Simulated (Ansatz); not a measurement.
Results of LDA (plane waves, PAW; Ansatz, a quantum-chemistry and plane-wave program) for Ag (model structure, P6/mmm, No. 191, 7 atoms in the cell).

Run with plane-wave cutoff 520 eV, 12×12×12 k mesh, Fermi–Dirac smearing 0.05 eV, no spin polarisation, scalar-relativistic PAW data made under PBE.

Cell (relaxed at this level):

Ag is taken in the hexagonal space group P6/mmm (No. 191), Pearson symbol hP7. Conventional cell: a = b = 5.193 Å, c = 5.068 Å, α = β = 90.00°, γ = 120.00°. Ag1 on 2e is surrounded by 2 Ag at 2.503–2.566 Å and 6 Ag at 2.896 Å and 6 Ag at 3.249 Å. Ag2 on 2d has 9 Ag at 2.944–2.998 Å and 6 Ag at 3.249 Å. Ag3 on 3f is surrounded by 4 Ag at 2.597 Å and 8 Ag at 2.896–2.944 Å. (Neighbours: up to the widest gap in distance over summed covalent radii, below 1.35, at either atom.)

**Question.** Predict the bulk modulus.

**Answer.** 
* **bulk modulus**: 123 GPa

The run finds no gap.

Note: the bulk modulus is −V dP/dV from two relaxed cells at ±2 % in volume; the relaxation could raise the start's symmetry but not lower it, so the cell can be a saddle point.

Computed values are for the static lattice.

A model structure was made by putting elements into a prototype or built by hand; it is no filed structure, need not be a known phase, and can be a saddle point held by its symmetry.
